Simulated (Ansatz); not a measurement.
Cells marked so need not be the phases stable at ambient conditions, and some may be hypothetical.

By PBEsol, each system below comes out a metal.

Ballistic conductance counts the channels of both spins, as a mean over 0.1 eV about the Fermi level; spin-orbit coupling is left out.

A. LuCd (Pm-3m, CsCl type, not sure to be the ambient phase, 2 atoms a cell, 24.1 Å³ an atom, -2 GPa at this level), current normal to (001)
B. CdAg (Pm-3m, CsCl type, not sure to be the ambient phase, 2 atoms a cell, 18.8 Å³ an atom, -3 GPa at this level), current normal to (111)
C. Ni3Sn (Fm-3m, not sure to be the ambient phase, 4 atoms a cell, 12.6 Å³ an atom, -2 GPa at this level), current normal to (001)

Put the candidates in order of ballistic conductance per area, lowest first, for PBEsol run with Ansatz (a first-principles code).

A (0.59 × 10¹⁵ S/m²), B (0.85 × 10¹⁵ S/m²), C (1.1 × 10¹⁵ S/m²)
